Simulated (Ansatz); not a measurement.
Start from GaSb in the zinc blende structure (space group F-43m, No. 216).

```
CELL_PARAMETERS angstrom
      0.00000     3.02440     3.02440
      3.02440     0.00000     3.02440
      3.02440     3.02440     0.00000
ATOMIC_POSITIONS crystal
  Ga 0.00000 0.00000 0.00000
  Sb 0.25000 0.25000 0.25000
```

Cartesian axes are those of the cell as printed.

The values are results of LDA, PAW, 420 eV (Ansatz, a program for electronic structure; no spin-orbit coupling), not measurements.

Base values:

The shortest interatomic distance is 2.619 Å.

Modification: biaxial strain −2.50 %, plane normal [111], relaxed out of plane (Cartesian); in-plane vectors clamped, the third vector and the atoms free.

Task: Predict the new out-of-plane strain, in-plane stress, shortest interatomic distance and energy relative to the base.

Result: The out-of-plane strain amounts to +1.28 %; the mean in-plane stress (compression positive) amounts to +3.5 GPa; the shortest interatomic distance shrinks by 0.040 Å to 2.579 Å; the energy goes up by 14 meV/atom.

Whether these cells are dynamically stable was not tested.
